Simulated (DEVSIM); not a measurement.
DEVSIM, 1D drift-diffusion, Boltzmann statistics, complete ionisation; no tunnelling, impact ionisation, image-force lowering or self-heating.

System: illuminated Si p-on-n cell, one wavelength, at 300 K.

```tsv
layer (left to right)	material	thickness (μm)	Nd (cm⁻³)	Na (cm⁻³)	τn (s)	τp (s)	absorption coefficient (cm⁻¹)
1	Si	0.600	-	1.2e18	4.2e-6	2.3e-6	2200
2	Si	100	9.2e16	-	9.7e-5	9.7e-5	2200
```

Left contact: ohmic, minority electron recombination velocity 2e5 cm/s. Right contact: ohmic, minority hole recombination velocity 4000 cm/s. Voltage is applied to the left contact. Recombination: SRH at mid-gap, radiative, Auger. Gap narrowing is on: ΔEg = 6.92 meV × (l + √(l² + 0.5)), l = ln(N/1.3e17 cm⁻³), shared equally by both band edges. Light enters at the left, 7e17 photons cm⁻² s⁻¹, one pass, no reflection. Mobility is μmin + (μ − μmin)/(1 + (N/Nref)^α).

Constants are typed, rounded textbook-type inputs, not results; the design itself was drawn at random and stands for no fabricated device. Values at 300 K.

| parameter | Si |
|---|---|
| gap (eV) | 1.124 |
| affinity (eV) | 4.05 |
| permittivity | 11.7 |
| Nc (cm⁻³) | 2.86e19 |
| Nv (cm⁻³) | 3.1e19 |
| μn (cm²/Vs) | 1417 |
| μp (cm²/Vs) | 470 |
| μn,min | 52 |
| μp,min | 45 |
| Nref,n | 9.7e16 |
| Nref,p | 2.2e17 |
| αn | 0.68 |
| αp | 0.72 |
| B (cm³/s) | 4.7e-15 |
| Cn (cm⁶/s) | 2.8e-31 |
| Cp (cm⁶/s) | 9.9e-32 |

One input was changed, with this effect: short-circuit current 104 → 99.8 mA/cm²; dark forward voltage at 100 A/cm² 0.865 → 0.820 V; open-circuit voltage little changed (0.618 V); share of generated pairs collected at short circuit 0.926 → 0.890.

Which change was it?
A. thickness of layer 1 0.6 → 0.21 μm
B. thickness of layer 2 100 → 35 μm
C. recombination velocity at the right contact 4000 → 10 cm/s
D. Auger recombination switched off
E. constant mobility in place of the doping-dependent one

B, thickness of layer 2 100 → 35 μm
